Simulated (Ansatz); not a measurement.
Fe$_{2}$Si (space group P-3m1, No. 164; ferromagnetic; a cell from a computed database, its experimental status unchecked)

```cif
data_Fe4Si2
_chemical_formula_sum 'Fe4 Si2'
_space_group_name_H-M_alt 'P 1'
_space_group_IT_number 1
_cell_length_a 3.88317
_cell_length_b 3.88317
_cell_length_c 4.77618
_cell_angle_alpha 90.000
_cell_angle_beta 90.000
_cell_angle_gamma 120.000
loop_
_space_group_symop_operation_xyz
  'x, y, z'
loop_
_atom_site_label
_atom_site_type_symbol
_atom_site_fract_x
_atom_site_fract_y
_atom_site_fract_z
_atom_site_occupancy
Fe1 Fe 0.33333 0.66667 0.67724 1
Fe2 Fe 0.66667 0.33333 0.32276 1
Fe3 Fe 0.00000 0.00000 0.50000 1
Fe4 Fe 0.00000 0.00000 0.00000 1
Si1 Si 0.66667 0.33333 0.82028 1
Si2 Si 0.33333 0.66667 0.17972 1
```

Computed with PBEsol/PAW in Ansatz (an electronic-structure program), no spin-orbit coupling, earlier PAW set. Settings: 14×14×10 k-points, 0.05 eV Fermi–Dirac smearing.

- Volume per atom = 10.40 Å³
- Density = 7.44 g/cm³
- Band gap = zero
- Magnetic state = ferromagnetic
- Total energy = -3173.544 eV/atom (σ→0; compares only within this code and set-up)

Other magnetic orders, which the real material may have, were not ruled out. Stability against distortions was not tested.
